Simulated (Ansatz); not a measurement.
The starting structures come from a database of crystals and need not be the phases stable at ambient conditions.

 Where the default PAW files enter, the runs use the earlier of Ansatz's two default sets.

The decay constant κ of evanescent states in the gap governs leakage through a thin film.

Data:

```
CELL_PARAMETERS angstrom
      6.08798     0.00000     0.00000
      0.00000     8.60971     0.00000
      3.04399     4.30485     3.04399
ATOMIC_POSITIONS crystal
  K  0.50000 0.25000 0.00000
  K  0.50000 0.75000 0.00000
  Na 0.00000 0.50000 0.00000
  Sc 0.00000 0.00000 0.00000
  F  0.00000 0.76417 0.00000
  F  0.00000 0.23583 0.00000
  F  0.00000 0.76417 0.47166
  F  0.00000 0.23583 0.52834
  F  0.52834 0.76417 0.47166
  F  0.47166 0.23583 0.52834
```

Space group of this cell: Fm-3m. The cell is taken as given; by r2SCAN its mean pressure is -2.8 GPa.

Transport runs along the normal of the first two printed cell vectors, the (110) plane of the conventional cell.

The gap is the functional's own. No spin-orbit coupling. Mid-gap values are interpolated on the energy grid.

Problem. Predict the band gap and the smallest decay constant κ at mid-gap from Ansatz (a first-principles code) with r2SCAN.

Solution. Gap 7.59 eV on a 10×10×10 mesh; κ = 0.573 1/Å, at the zone centre.
